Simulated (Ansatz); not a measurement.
Ge, pressure series

The reference is Ge in the diamond structure (space group Fd-3m, No. 227; a = 5.762 Å).

Cell and atoms are relaxed at each pressure.

Computed with PBE, PAW, 420 eV (Ansatz, a program for electronic structure; no SOC), earlier PAW set.

Two rows of this table had their results exchanged by mistake.

```json
[
 {"pressure": "pressure −2 GPa", "volume per atom (Å³)": "24.82", "shortest distance (Å)": "2.526", "band gap": "zero"},
 {"pressure": "pressure −1 GPa", "volume per atom (Å³)": "24.34", "shortest distance (Å)": "2.510", "band gap": "zero"},
 {"pressure": "pressure 1.8 GPa", "volume per atom (Å³)": "23.24", "shortest distance (Å)": "2.471", "band gap": "zero"},
 {"pressure": "pressure 4.2 GPa", "volume per atom (Å³)": "19.72", "shortest distance (Å)": "2.340", "band gap": "0.34 eV"},
 {"pressure": "pressure 9 GPa", "volume per atom (Å³)": "21.30", "shortest distance (Å)": "2.401", "band gap": "0.37 eV"},
 {"pressure": "pressure 18 GPa", "volume per atom (Å³)": "22.48", "shortest distance (Å)": "2.444", "band gap": "0.09 eV"},
 {"pressure": "pressure 30 GPa", "volume per atom (Å³)": "18.28", "shortest distance (Å)": "2.281", "band gap": "0.19 eV"},
 {"pressure": "pressure 45 GPa", "volume per atom (Å³)": "16.99", "shortest distance (Å)": "2.226", "band gap": "zero"},
 {"pressure": "pressure 60 GPa", "volume per atom (Å³)": "16.03", "shortest distance (Å)": "2.184", "band gap": "zero"}
]
```

### Question
Which two?

### Answer
The rows for pressure 4.2 GPa and pressure 18 GPa: the volume has to fall steadily with pressure, so 22.48 Å³ belongs to pressure 4.2 GPa and 19.72 Å³ to pressure 18 GPa.

Load acts through the strain it causes; cell and atoms are relaxed under it. Stability against distortions was not tested. Measured, Ge leaves this structure (for the β-tin structure) near 10.6 GPa (room temperature; as listed in arXiv:1906.07825). Gaps under 0.05 eV, about the width of the smearing, are given as zero. A zero or small gap of Ge can be the functional's error rather than a property of the material.
